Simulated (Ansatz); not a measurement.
The parent structure is MgO in the rock salt structure (space group Fm-3m, No. 225; a = 4.254 Å).

Computed with Ansatz (a quantum-chemistry and plane-wave program) PBE, no spin-orbit coupling.

For the base:

The band gap is 4.46 eV, the gap character is direct at Γ and the hole mass comes out as 0.38, 2.2, 2.2 mₑ (at Γ).

Perturbation: a hydrostatic pressure of 100 GPa.

**Question.** What happens to the band gap?

**Answer.** The band gap increases by 3.87 eV to 8.33 eV.

**Question.** Predict the new gap character.

**Answer.** The gap character remains direct at Γ.

**Question.** What happens to the hole mass?

**Answer.** The hole mass (degenerate bands, along [100]) goes from 0.38, 2.2, 2.2 mₑ (at Γ) to 0.45, 1.8, 1.8 mₑ (at Γ).

Load acts through the strain it causes; cell and atoms are relaxed under it. Masses are band curvatures over ±0.01 Å⁻¹ around the edge. No phonon test of stability was made. Competing high-pressure phases were not computed.
